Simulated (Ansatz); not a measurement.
Data:

```
CELL_PARAMETERS angstrom
      2.58518     0.00000     0.00000
      1.29259     2.23883     0.00000
      0.00000     0.00000     4.21880
ATOMIC_POSITIONS crystal
  B  0.33333 0.33333 0.00011
  B  0.66667 0.66667 0.50011
  N  0.33333 0.33333 0.37489
  N  0.66667 0.66667 0.87489
```

No spin polarisation.

Method: PBE in Ansatz (plane waves to 420 eV, PAW, no spin-orbit coupling). k-mesh 15×15×8 (Γ-centred); smearing 0.05 eV (Fermi–Dirac).

**Question.** What gap character does the calculation give?

**Answer.** Indirect, Γ → K.

**Question.** Predict the mean in-plane stress (compression positive).

**Answer.** -11.8 GPa.

**Question.** Predict the electron mass.

**Answer.** 0.31 mₑ out of plane, 0.53 mₑ in plane (at K).

**Question.** What is the computed band gap?

**Answer.** 5.31 eV.

The cells carry an imposed strain or load. Effective masses come from finite differences of ±0.01 Å⁻¹. Stability against distortions was not tested. The cell was made from BN in the wurtzite structure (space group P6_3mc, No. 186) by this change: biaxial strain +1.20 %, plane normal [001], relaxed out of plane.

Ansatz is an electronic-structure program.
